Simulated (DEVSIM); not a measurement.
Structure: illuminated Si p-on-n cell, one wavelength, with a back-surface field, at 300 K.

| layer (left to right) | material | thickness (μm) | Nd (cm⁻³) | Na (cm⁻³) | τn (s) | τp (s) | absorption coefficient (cm⁻¹) |
|---|---|---|---|---|---|---|---|
| 1 | Si | 0.110 | - | 1.1e18 | 2.8e-9 | 4.6e-9 | 310 |
| 2 | Si | 41.0 | 4.8e16 | - | 2.3e-7 | 2.3e-7 | 310 |
| 3 | Si | 1.00 | 1.4e18 | - | 2.3e-7 | 2.3e-7 | 310 |

Left contact: ohmic, minority electron recombination velocity 5e6 cm/s. Right contact: ohmic, minority hole recombination velocity 30 cm/s. Voltage is applied to the left contact. Recombination: SRH at mid-gap, radiative, Auger. Light enters at the left, 2.3e18 photons cm⁻² s⁻¹, one pass, no reflection. Mobility is μmin + (μ − μmin)/(1 + (N/Nref)^α).

This is a model device: material constants are rounded textbook-type values typed into the input, and sizes, dopings and lifetimes were drawn at random. Values at 300 K.

```
parameter           Si
-------------  -------
gap (eV)         1.124
affinity (eV)     4.05
permittivity      11.7
Nc (cm⁻³)      2.86e19
Nv (cm⁻³)       3.1e19
μn (cm²/Vs)       1417
μp (cm²/Vs)        470
μn,min              52
μp,min              45
Nref,n          9.7e16
Nref,p          2.2e17
αn                0.68
αp                0.72
B (cm³/s)      4.7e-15
Cn (cm⁶/s)     2.8e-31
Cp (cm⁶/s)     9.9e-32
```

Simulated with DEVSIM: 1D drift-diffusion, Boltzmann statistics, complete ionisation; no tunnelling, impact ionisation, image-force lowering or self-heating.

Base results: dark forward voltage at 100 A/cm² (V) 0.817; short-circuit current (mA/cm²) 119; largest power (mW/cm²) 58.2; share of generated pairs collected at short circuit 0.443.

Problem. What follows from this one change: recombination velocity at the left contact 5e+06 → 1000 cm/s?

Solution. dark forward voltage at 100 A/cm² 0.817 → 0.853 V; short-circuit current little changed (120 mA/cm²); largest power 58.2 → 63.0 mW/cm²; share of generated pairs collected at short circuit little changed (0.445).

Problem. What follows from this one change: doping Nd of layer 2 4.8e+16 → 1.4e+16 cm^-3?

Solution. dark forward voltage at 100 A/cm² 0.817 → 0.824 V; short-circuit current 119 → 126 mA/cm²; largest power 58.2 → 60.3 mW/cm²; share of generated pairs collected at short circuit 0.443 → 0.471.

Problem. What follows from this one change: minority lifetime in layer 2 2.3e-07 → 6.9e-07 s?

Solution. dark forward voltage at 100 A/cm² little changed (0.813 V); short-circuit current 119 → 171 mA/cm²; largest power 58.2 → 85.6 mW/cm²; share of generated pairs collected at short circuit 0.443 → 0.637.

Problem. What follows from this one change: photon flux 2.3e+18 → 6.9e+19 cm^-2 s^-1?

Solution. dark forward voltage at 100 A/cm² little changed (0.817 V); short-circuit current 119 → 3650 mA/cm²; largest power 58.2 → 2090 mW/cm²; share of generated pairs collected at short circuit 0.443 → 0.453.

Problem. What follows from this one change: thickness of layer 1 0.11 → 0.33 μm?

Solution. dark forward voltage at 100 A/cm² 0.817 → 0.830 V; short-circuit current little changed (119 mA/cm²); largest power 58.2 → 60.5 mW/cm²; share of generated pairs collected at short circuit little changed (0.444).
